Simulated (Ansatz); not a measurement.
Base system: CsPbBr3 in the cubic perovskite structure (space group Pm-3m, No. 221; a = 5.872 Å). Axes: x, y, z lie along the cube axes.

All numbers come from PBEsol (Ansatz, an electronic-structure program), no spin-orbit coupling.

Base values:

- Pressure = 0.00 GPa

Modification: biaxial strain −0.60 %, plane normal [001], relaxed out of plane (Cartesian); in-plane vectors clamped, the third vector and the atoms free.

Q: What happens to the pressure?

A: The pressure (mean of the normal stresses, compression positive) goes from zero to 0.24 GPa.

Q: What does the calculation give for the energy relative to the base after the change?

A: The energy rises by 0.5 meV/atom.

Q: How does this affect the out-of-plane strain?

A: The out-of-plane strain comes out as +0.15 %.

Stability against distortions was not tested. Many cubic perovskites are stable only at high temperature; tilts and polar distortions were not tested. This is not the structure that CsPbBr3 has at room temperature and ambient pressure.
